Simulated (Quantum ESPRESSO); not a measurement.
Worked example: self-consistent single point of Pt (Fm-3m, 1 atom in the cell) in Quantum ESPRESSO.

Method of the run: PBEsol, SSSP 1.1.2 efficiency (PBE) pseudopotentials (plane waves; Quantum ESPRESSO).

```
CELL_PARAMETERS angstrom
     -1.95412     0.00000     1.95412
      0.00000     1.95412     1.95412
     -1.95412     1.95412     0.00000
ATOMIC_POSITIONS crystal
  Pt 0.00000 0.00000 0.00000
```

Reference input (self-consistent single point, DFT, PBEsol, plane waves, SSSP 1.1.2 efficiency (PBE) pseudopotentials): ecutwfc = 40 Ry; ecutrho = 320 Ry; occupations = smearing; smearing = gauss; degauss = 0.0073499 Ry; input_dft = pbesol; potentials = {Pt: pt_pbe_v1.4.uspp.F.UPF}; K_POINTS = automatic 14 14 14 0 0 0; conv_thr = 1e-11 Ry; mixing_beta = 0.4. This run's input differs from it in these lines:

```diff
@@ -15,5 +15,3 @@
   ecutrho = 320
-  occupations = 'smearing'
-  smearing = 'gauss'
-  degauss = 0.0073499
+  occupations = 'tetrahedra_opt'
   input_dft = 'pbesol'
@@ -29,3 +27,3 @@
 K_POINTS automatic
-14 14 14  0 0 0
+34 34 34  0 0 0
```

Output, abridged:

```
     Self-consistent Calculation

     iteration #  1     ecut=    40.00 Ry     beta= 0.40

     negative rho (up, down):  1.809E-01 0.000E+00

     total energy              =    -210.20510344 Ry
     estimated scf accuracy    <       0.78185445 Ry

     iteration #  2     ecut=    40.00 Ry     beta= 0.40

     negative rho (up, down):  1.788E-01 0.000E+00

     total energy              =    -210.30324119 Ry
     estimated scf accuracy    <       0.02210833 Ry

     iteration #  3     ecut=    40.00 Ry     beta= 0.40

     negative rho (up, down):  1.778E-01 0.000E+00

     total energy              =    -210.30771671 Ry
     estimated scf accuracy    <       0.00112701 Ry

   [... 6 blocks of this kind left out ...]

     iteration # 10     ecut=    40.00 Ry     beta= 0.40

     negative rho (up, down):  1.776E-01 0.000E+00

     total energy              =    -210.30785202 Ry
     estimated scf accuracy    <          7.1E-11 Ry

     iteration # 11     ecut=    40.00 Ry     beta= 0.40

     negative rho (up, down):  1.776E-01 0.000E+00
     End of self-consistent calculation

     Number of k-points >= 100: set verbosity='high' to print the bands.

     the Fermi energy is    22.7365 ev

!    total energy              =    -210.30785202 Ry
     estimated scf accuracy    <          4.5E-13 Ry

     convergence has been achieved in  11 iterations

     negative rho (up, down):  1.776E-01 0.000E+00

     Forces acting on atoms (cartesian axes, Ry/au):

     atom    1 type  1   force =     0.00000000    0.00000000    0.00000000

     Total force =     0.000000     Total SCF correction =     0.000000

     negative rho (up, down):  1.776E-01 0.000E+00
          total   stress  (Ry/bohr**3)                   (kbar)     P=        8.39
   0.00005706   0.00000000  -0.00000000            8.39        0.00       -0.00
   0.00000000   0.00005706  -0.00000000            0.00        8.39       -0.00
  -0.00000000   0.00000000   0.00005706           -0.00        0.00        8.39

   JOB DONE.
```

The run converged in 11 iterations. Against the reference run the free energy goes up by 12.4 meV/atom and the pressure hardly changes (0.81 to 0.84 GPa).

The starting cell has typed, rounded lattice constants, without a prior relaxation at this level. Its lattice was rescaled by up to half a per cent. Spin polarisation is off.

Cost on one core of a shared machine: roughly 6 min.
